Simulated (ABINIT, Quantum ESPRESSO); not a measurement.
A Quantum ESPRESSO input for a self-consistent single point of LiTaF6 (R-3, 8 atoms in the cell) (DFT, PBEsol, plane waves, GBRV 1.5 ultrasoft (PBESOL) pseudopotentials):

```fortran
&control
    calculation = 'scf'
    prefix = 'run'
    outdir = './out'
    pseudo_dir = './'
    tprnfor = .true.
    tstress = .true.
/
&system
    ibrav = 0
    nat = 8
    ntyp = 3
    ecutwfc = 40
    ecutrho = 320
    occupations = 'fixed'
    nbnd = 33
/
&electrons
    conv_thr = 1.0d-10
    mixing_beta = 0.7
/
ATOMIC_SPECIES
Li     6.9400  li_pbesol_v1.4.uspp.F.UPF
Ta   180.9479  ta_pbesol_v1.uspp.F.UPF
F     18.9984  f_pbesol_v1.4.uspp.F.UPF
CELL_PARAMETERS angstrom
   2.5846700690     1.4922599601     4.5260000000
  -2.5846700690     1.4922599601     4.5260000000
   0.0000000000    -2.9845199203     4.5260000000
ATOMIC_POSITIONS crystal
Li    0.5000000000    0.5000000000    0.5000000000
Ta    0.0000000000    0.0000000000    0.0000000000
F     0.6496700000    0.2453870000    0.8609700000
F     0.3503300000    0.7546130000    0.1390300000
F     0.8609700000    0.6496700000    0.2453870000
F     0.1390300000    0.3503300000    0.7546130000
F     0.2453870000    0.8609700000    0.6496700000
F     0.7546130000    0.1390300000    0.3503300000
K_POINTS automatic
6 6 6  0 0 0
```

Task: Write the same calculation as an input for ABINIT.

Result: This is the input that was run; spellings and numerical settings could be chosen otherwise.

```
# LiTaF6, PseudoDojo nc-sr-04 PBEsol standard
pp_dirpath "./"
pseudos "Li.upf, Ta.upf, F.upf"
acell 5.4214421656 5.4214421656 5.4214421656 Angstrom
rprim
         0.4767495419    0.2752514764    0.8348332163
        -0.4767495419    0.2752514764    0.8348332163
         0.0000000000   -0.5505029527    0.8348332163
natom 8
ntypat 3
znucl 3 73 9
typat 1 2 3 3 3 3 3 3
xcart
         0.0000000000   -0.0000000000   12.8293506601
         0.0000000000    0.0000000000    0.0000000000
         1.9746469576   -2.3317791605   15.0191241011
        -1.9746469576    2.3317791605   10.6395772191
         1.0320565103    2.8759840090   15.0191241011
        -1.0320565103   -2.8759840090   10.6395772191
        -3.0067034678   -0.5442048485   15.0191241011
         3.0067034678    0.5442048485   10.6395772191
ecut 42
occopt 1
nband 33
kptopt 1
ngkpt 6 6 6
nshiftk 1
shiftk 0 0 0
nstep 60
tolvrs 1.0e-11
prtwf 0
prtden 0
enunit 2
```

Basis, cutoffs, solver keys and any potentials are the target program's own. This input uses DFT, PBEsol, plane waves, norm-conserving pseudopotentials (PseudoDojo nc-sr-04 PBEsol standard).

The starting cell comes from a database of computed structures (which also holds hypothetical and non-ambient phases and stackings), without a prior relaxation at this level.
